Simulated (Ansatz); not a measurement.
Phonon-limited transport in metals: Ir (Fm-3m) under several functionals (Ansatz, a program for electronic structure, without spin-orbit coupling). The PBE cell:

```
CELL_PARAMETERS angstrom
      0.00000     1.93507     1.93507
      1.93507     0.00000     1.93507
      1.93507     1.93507     0.00000
ATOMIC_POSITIONS crystal
  Ir 0.00000 0.00000 0.00000
```

```csv
Functional,cell relaxed with,volume (Å³/atom),resistivity at 300 K,mean free path at 300 K,electron-phonon coupling λ,logarithmic mean phonon energy
LDA,LDA,13.83,4.2 μΩ·cm,9.3 nm,0.40,18.7 meV
PBE,PBE,14.49,4.9 μΩ·cm,8.2 nm,0.42,17.4 meV
PBEsol,PBEsol,14.04,4.4 μΩ·cm,9.0 nm,0.40,18.4 meV
```

For the resistivity at 300 K, PBE gives 4.9 μΩ·cm and PBEsol 4.4 μΩ·cm: PBE lies 12 % above.

The PBE and PBEsol rows stand on cells whose volumes differ by 3.2 %, so the difference holds the effect of the cell as well as that of the functional.

Metals; harmonic phonons alone scatter; means over directions. The mean free path is weighted by the current that each state carries. Halving the electron mesh moves these values by up to 6 %; q meshes are mostly untested. Spin-orbit coupling is left out.
